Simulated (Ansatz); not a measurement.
MgS (P6₃mc, No. 186, 4 atoms in the cell; start mp-1185942; a measured phase of this formula has another space group), treated with r²SCAN+rVV10 in Ansatz (PAW).

Run with plane-wave cutoff 560 eV, 12×12×6 k mesh (along the axes of the cell as run), Fermi–Dirac smearing 0.01 eV, scalar-relativistic PAW data made under PBE.

Cell (relaxed at this level):

```
MgS
1.0
    4.01867     0.00000     0.00000
   -2.00934     3.48027     0.00000
    0.00000     0.00000     6.43339
Mg S
2 2
Cartesian
  2.00934   1.16009   3.19722
  0.00000   2.32018   6.41392
  0.00000   2.32018   2.43193
  2.00934   1.16009   5.64862
```

### Question
Estimate the band gap that the calculation returns.

### Answer

band gap: 4.12 eV (direct)

Computed values are for the static lattice.

Computing time: roughly 26 core-seconds.

A start named mp-… is a Materials Project structure, which need not be a measured phase.

Ansatz is a quantum-chemistry and plane-wave program.
